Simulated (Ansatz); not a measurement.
Ansatz (a program for electronic structure) run on LuBi₂ClO₄ (P4mm, 8 atoms in the cell): self-consistent single point.

Method: LDA (PW92), default PAW files made with PBE (plane waves; Ansatz).

The change in words: lattice scaled by 0.98; kpoints.mp_grid.grid: 7 7 3 → 5 5 2. Reference geometry:
```
CELL_PARAMETERS angstrom
      3.87644     0.00000     0.00000
      0.00000     3.87644     0.00000
      0.00000     0.00000     9.06032
ATOMIC_POSITIONS crystal
  Lu 0.00000 0.00000 0.00552
  Bi 0.50000 0.50000 0.27571
  Bi 0.50000 0.50000 0.72429
  Cl 0.00000 0.00000 0.50000
  O  0.50000 0.00000 0.85157
  O  0.50000 0.00000 0.14843
  O  0.00000 0.50000 0.85157
  O  0.00000 0.50000 0.14843
```

Reference input (self-consistent single point, DFT, LDA (PW92), plane waves, default PAW files made with PBE): basis.ecutwfc = 30.9 Ry; kpoints.mp_grid.grid = 7 7 3; hamiltonian.xc = lda; hamiltonian.pseudopotentials = {kind: paw} (the program's default PAW files); scf.occupations.method = fixed. This run's input differs from it in these lines:

Ansatz 0.2 input:
```diff
@@ -3,5 +3,5 @@
   lattice:
-    - [3.876436, 0.000000, 0.000000]
-    - [0.000000, 3.876436, 0.000000]
-    - [0.000000, 0.000000, 9.060316]
+    - [3.798907, 0.000000, 0.000000]
+    - [0.000000, 3.798907, 0.000000]
+    - [0.000000, 0.000000, 8.879110]
   atoms:
@@ -18,3 +18,3 @@
 kpoints:
-  mp_grid: { grid: [7, 7, 3] }
+  mp_grid: { grid: [5, 5, 2] }
 hamiltonian:
```

Output (repeated stretches shortened):

```
SCF iter   1: F=—  HF=-41936.378307 eV  |F-HF|=—  |Δ(HF+E_count)|=         —  Δρ=1.51e-2  dr2=2.85e-1  ethr=1.77e-3  ⟨swp⟩=5.2  Hψ=2407  notcnv=0  defer=70
all-band conjugate gradients solve this SCF's bands
preconditioner: auto → Resta (q_TF=auto, 2.553 Å⁻¹)
SCF iter   2: F=—  HF=-41936.313853 eV  |F-HF|=—  |Δ(HF+E_count)|=   6.45e-2  Δρ=5.30e-3  dr2=2.87e-2  ethr=3.32e-4  ⟨swp⟩=2.8  Hψ=1175  notcnv=0  defer=84
   [... lines left out ...]
SCF iter   6: F=—  HF=-41936.306515 eV  |F-HF|=—  |Δ(HF+E_count)|=   2.87e-5  Δρ=8.65e-5  dr2=1.01e-5  ethr=8.27e-8  ⟨swp⟩=2.3  Hψ=1174  notcnv=0  defer=65
SCF iter   7: F=—  HF=-41936.306517 eV  |F-HF|=—  |Δ(HF+E_count)|=   1.90e-6  Δρ=4.34e-5  dr2=2.25e-6  ethr=1.17e-8  ⟨swp⟩=2.2  Hψ=1007  notcnv=0  defer=64
SCF iter   8: F=—  HF=-41936.306517 eV  |F-HF|=—  |Δ(HF+E_count)|=   2.73e-7  Δρ=2.03e-5  dr2=4.81e-7  ethr=2.62e-9  ⟨swp⟩=2.0  Hψ=1004  notcnv=0  defer=64
SCF iter   9: F=-41936.306517 eV  HF=-41936.306517 eV  |F-HF|=2.26e-9  |Δ(HF+E_count)|=   2.04e-8  Δρ=3.84e-6  dr2=1.82e-8  ethr=1.16e-10  ⟨swp⟩=15.2  Hψ=5061  notcnv=0
SCF 1 converged in 9 iterations: F = -41936.306517 eV  dr2 = 1.82e-8
Free energy (F): -41936.306517 eV
Internal energy: -41936.306517 eV  (E = F + TS)
E sigma→0 (E₀):  -41936.306517 eV
Fermi energy:    9.704562 eV
--- Forces (eV/Å), atoms counted from 1 ---
  atom   1  Lu    -0.00000000    -0.00000000    -0.86790211
  atom   2  Bi     0.00000000    -0.00000000     0.27913685
  atom   3  Bi     0.00000000    -0.00000000     0.21208299
  atom   4  Cl    -0.00000000    -0.00000000    -0.12655141
  atom   5  O      0.00000000     0.00000000     0.02077293
  atom   6  O      0.00000000    -0.00000000     0.23083229
  atom   7  O     -0.00000000     0.00000000     0.02077293
  atom   8  O      0.00000000    -0.00000000     0.23083229
--- Stress (GPa, compression-positive) ---
       -1.987194       0.000000       0.000000
        0.000000      -1.987194       0.000000
        0.000000       0.000000      -1.850839
  P = ⅓ Tr σ = -1.9417 GPa (-19.417 kbar)
  The stress holds the Pulay correction. Without it, at fixed plane waves, as pw.x and ABINIT print it: P = -2.4989 GPa
```

The run converged in 9 iterations. Against the reference run the free energy falls by 33.8 meV/atom, the pressure goes from -8.64 to -1.94 GPa, the largest force goes from 1.106 to 0.868 eV/Å and the gap on the mesh goes from 1.142 to 1.409 eV.

The starting cell comes from a database of computed structures (which also holds hypothetical and non-ambient phases and stackings), without a prior relaxation at this level. Its lattice was rescaled by up to half a per cent. One atom was moved a little off its site on purpose. For this run, on top of that: lattice scaled by 0.98. Spin-orbit coupling is off. Ansatz's pressure includes its estimate of the finite-basis (Pulay) stress. Without the estimate this run gives -2.50 GPa. Another mesh or the band path of this cell gives a smaller gap, so this value is not converged in the mesh.
